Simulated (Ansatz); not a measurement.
The parent structure is Cu₃N (space group Pm-3m, No. 221; a = 3.827 Å). Axes: x, y, z lie along the cube axes.

The values are results of PBE (Ansatz, a quantum-chemistry and plane-wave program), no spin-orbit coupling, not measurements.

Base values:

The band gap is 0.22 eV.

The change: tensile biaxial strain of 1.00 % in the plane normal to [111], as in epitaxy on a mismatched substrate; the out-of-plane cell vector and the atoms relax.

Question: How does this affect the band gap?

Answer: The band gap falls by 0.06 eV to 0.16 eV.

Question: How does this affect the energy relative to the base?

Answer: The energy increases by 0.8 meV/atom.

No phonon test of stability was made. All final runs are without spin polarisation. The zero or small gap of Cu3N can change with the level of theory.
